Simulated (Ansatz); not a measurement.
Results of PBEsol (PAW; Ansatz, a quantum-chemistry and plane-wave program) for SrInHO₂ (model structure, started from the SrVO2H type, P4/mmm, No. 123, 5 atoms in the cell).

Settings: plane-wave cutoff 520 eV, 8×8×10 k mesh (along the axes of the cell as run), Fermi–Dirac smearing 0.01 eV, scalar-relativistic PAW data made under PBE.

Cell (relaxed at this level):

Space group P4/mmm (No. 123); a = 4.2464 Å, b = 4.2464 Å, c = 3.7176 Å, α = 90.00°, β = 90.00°, γ = 90.00°

| atom | site | symmetry | x | y | z |
|---|---|---|---|---|---|
| Sr | 1d | 4/mmm | 0.5000 | 0.5000 | 0.5000 |
| In | 1a | 4/mmm | 0.0000 | 0.0000 | 0.0000 |
| O | 2f | mmm. | 0.0000 | 0.5000 | 0.0000 |
| H | 1b | 4/mmm | 0.0000 | 0.0000 | 0.5000 |

**Question.** Predict the band gap, smallest direct gap on the k points sampled and Γ–Γ gap.

**Answer.** 
band gap: 0.75 eV
smallest direct gap on the k points sampled: 1.69 eV
Γ–Γ gap: 5.00 eV

Note: the relaxation could raise the start's symmetry but not lower it, so the cell can be a saddle point.

Spin–orbit coupling is not included.

The result took roughly 29 core-seconds.

A model structure was made by putting elements into a prototype or built by hand; it is no filed structure, need not be a known phase, and can be a saddle point held by its symmetry.
